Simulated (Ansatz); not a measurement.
ZrN: response to strain

Start from ZrN in the rock salt structure (space group Fm-3m, No. 225; a = 4.5525 Å; relaxed with 0.1 eV smearing). Axes: x, y, z lie along the cube axes.

Strains are applied to the cell and any free atomic positions relax; under biaxial strain the out-of-plane vector relaxes too.

Calculations: PBEsol/PAW in Ansatz (a quantum-chemistry and plane-wave program), spin-orbit coupling left out.

Notes on the quantities. pressure: mean of the normal stresses, compression positive; energy relative to the base: free energy F.

```tsv
case	pressure	energy relative to the base	shortest interatomic distance
base	0.0 GPa	0 meV/atom	2.276 Å
biaxial strain −0.82 %, plane normal [001], relaxed out of plane	3.8 GPa	+3.3 meV/atom	2.258 Å
biaxial strain −1.13 %, plane normal [110], relaxed out of plane	(withheld)	(withheld)	2.251 Å
biaxial strain +1.21 %, plane normal [111], relaxed out of plane	(withheld)	+4.9 meV/atom	2.287 Å
isotropic strain −1.10 %	9.6 GPa	+11 meV/atom	2.251 Å
uniaxial strain ε_xx = −5.89 %	21.3 GPa	+95 meV/atom	2.142 Å
```

Task: Fill in the withheld entries from the trend.

Result: 
- biaxial strain −1.13 %, plane normal [110], relaxed out of plane, pressure: 4.1 GPa
- biaxial strain −1.13 %, plane normal [110], relaxed out of plane, energy relative to the base: +5.1 meV/atom
- biaxial strain +1.21 %, plane normal [111], relaxed out of plane, pressure: -3.6 GPa

Whether these cells are dynamically stable was not tested. The final runs are not spin-polarised. An odd electron count without spin: ZrN.
